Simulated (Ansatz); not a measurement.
We consider fluorite PtAl₂, described by HSE06 in Ansatz (plane waves, PAW).

Numerical settings: plane-wave cutoff 500 eV, 8×8×8 k mesh, Fermi–Dirac smearing 0.1 eV, scalar-relativistic PAW data made under PBE.

Computed at the level's own relaxed cell.

Problem. What does this level give for the volume per atom and equilibrium lattice constant a?

Solution. 
* **volume per atom**: 17.15 Å³/atom
* **equilibrium lattice constant a**: 5.904 Å

Measured, for comparison: lattice constant a 5.91 Å (temperature not stated, copied from a table, unchecked, not corrected to a static lattice; as tabulated in Crystal Structures 1, 239 (1963)). Computed (rounded) less measured: lattice constant a not scored (unchecked).

Note: exact exchange on metals is sensitive to the k mesh and can open a false gap; the run warned that the count of filled bands differs between k points.

Spin–orbit coupling is not included.

The computed numbers hold no vibrational or temperature effects.

It cost very roughly 5 core-minutes of CPU time.

Ansatz is a program for electronic structure.
